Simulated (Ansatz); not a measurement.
Where the default PAW files enter, the runs use the earlier of Ansatz's two default sets.

Inside the gap of an insulator the Bloch states are evanescent, with a wavenumber k + iκ along the transport direction.

Here is the system:

```yaml
crystal:
  lattice:
    - [3.18693, 0.00000, 0.00000]
    - [-1.59347, 2.75996, 0.00000]
    - [1.59347, -0.91999, 2.60212]
  atoms:
    - { symbol: Ga, position: [0.00000, 0.00000, 0.00000] }
    - { symbol: N, position: [0.75000, 0.25000, 0.75000] }
```

Space group of this cell: F-43m, zinc blende. The cell is taken as given; by PBEsol its mean pressure is -1.1 GPa.

Transport runs along the normal of the first two printed cell vectors, the (111) plane of the conventional cell.

The gap is the functional's own. No spin-orbit coupling. Mid-gap values are interpolated on the energy grid.

Problem. Compute, with PBEsol (Ansatz, a first-principles code), the band gap and the smallest decay constant κ at mid-gap.

Solution. Gap 1.67 eV on a 12×12×12 mesh; κ = 0.123 1/Å, at the zone centre.
